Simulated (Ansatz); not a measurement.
## Element substitutions in hypothetical P6_3/mmc PtSe2

Consider PtSe2 in the 2H-MoS2 type structure (space group P6_3/mmc, No. 194; a = 3.505 Å, c = 10.739 Å; a hypothetical phase, not in the database extracts checked; layered, stacked along the Cartesian z axis).

Each row replaces one element on all its sites; cell and atoms are relaxed.

All numbers come from Kohn–Sham DFT with the PBEsol-D3(BJ) functional, run in Ansatz (a first-principles code) with PAW and 420 eV plane waves, without spin-orbit coupling.

| variant | lattice parameter a | c/a ratio |
|---|---|---|
| base | 3.505 Å | 3.064 |
| Pt → Si | 3.440 Å | 3.207 |
| Se → Br | 3.590 Å | 3.241 |
| Se → Te | 3.753 Å | 3.066 |

No phonon test of stability was made. As relaxed here, SiSe2, PtBr2 and PtTe2 are hypothetical phases, not in the database extracts checked. No Hubbard U is applied, and correlation can decide whether such a compound is a metal. All final runs are without spin polarisation. PtSe2 and PtBr2 have a high density of states at the Fermi level and may be magnetic at this level.
